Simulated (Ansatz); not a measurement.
Base system: ZnSnAs₂ in the chalcopyrite structure (space group I-42d, No. 122; a = 5.8395 Å, c = 11.7375 Å). Axes: x, y, z lie along a, b, c of the conventional cell.

Level of theory: Kohn–Sham DFT with the PBEsol functional, run in Ansatz (a quantum-chemistry and plane-wave program) with PAW and 420 eV plane waves, no spin-orbit coupling.

Strains are applied to the cell and any free atomic positions relax.

One change was made to it. Results:

```json
[
 {"quantity": "energy relative to the base (free energy F)", "base": "0 meV/atom", "after": "+1.6 meV/atom"},
 {"quantity": "shortest interatomic distance", "base": "244.9 pm", "after": "246.3 pm"},
 {"quantity": "pressure (mean of the normal stresses, compression positive)", "base": "0.0 GPa", "after": "-0.9 GPa"}
]
```

### Question
Which change produced these results?
(A) uniaxial strain ε_xx = +3.00 %
(B) uniaxial strain ε_xx = +1.50 %
(C) uniaxial strain ε_xx = +2.25 %

### Answer
B, uniaxial strain ε_xx = +1.50 %. For comparison, the energy relative to the base in the other runs: uniaxial strain ε_xx = +3.00 % gives +6.1 meV/atom; uniaxial strain ε_xx = +2.25 % gives +3.5 meV/atom.

Whether these cells are dynamically stable was not tested. All final runs are without spin polarisation.
